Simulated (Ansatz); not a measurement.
This Ansatz (a quantum-chemistry and plane-wave program) input is the reference run, BP in the zinc blende structure (space group F-43m, No. 216), computed with DFT with r2SCAN, PAW potentials and a 500 eV plane-wave cutoff in Ansatz, scalar-relativistic without spin-orbit coupling, earlier PAW set:

Ansatz 0.2 input:
```yaml
crystal:
  lattice:
    - [0, 2.2681992704, 2.2681992704]
    - [2.2681992704, 0, 2.2681992704]
    - [2.2681992704, 2.2681992704, 0]
  atoms:
    - { symbol: P, position: [0.75, 0.75, 0.75] }
    - { symbol: B, position: [0, 0, 0] }
basis: { ecutwfc: 500, ecutrho_ratio: 4, xc_grid: 4, fft_grid_basis: typed }
kpoints: { mp_grid: { grid: [12, 12, 12] } }
hamiltonian:
  xc: r2scan
  dispersion: none
  pseudopotentials: { azcp: { folder: ./paw }, kind: paw }
scf: { occupations: { method: fermi_dirac, width: 0.05 }, convergence: { dr2_threshold: 0.0000000002 } }
output: { forces: true, stress: true }
checkpoint: { write: state.ck, write_every: 1000 }
```

### Question
Write the input for this change: cell and atoms relaxed at a pressure of 1.8 GPa.

### Answer
Ansatz 0.2 input:
```yaml
crystal:
  lattice:
    - [0, 2.2681992704, 2.2681992704]
    - [2.2681992704, 0, 2.2681992704]
    - [2.2681992704, 2.2681992704, 0]
  atoms:
    - { symbol: P, position: [0.75, 0.75, 0.75] }
    - { symbol: B, position: [0, 0, 0] }
basis: { ecutwfc: 500, ecutrho_ratio: 4, xc_grid: 4, fft_grid_basis: typed }
kpoints: { mp_grid: { grid: [12, 12, 12] } }
hamiltonian:
  xc: r2scan
  dispersion: none
  pseudopotentials: { azcp: { folder: ./paw }, kind: paw }
scf: { occupations: { method: fermi_dirac, width: 0.05 } }
relax: { f_tol: 0.01, max_steps: 60, cell: { stress_tol: 0.02, p_target: 1.8 } }
output: { forces: true, stress: true }
checkpoint: { write: state.ck, write_every: 1000 }
```
This is the input that was run.

Load acts through the strain it causes; cell and atoms are relaxed under it. Whether these cells are dynamically stable was not tested.
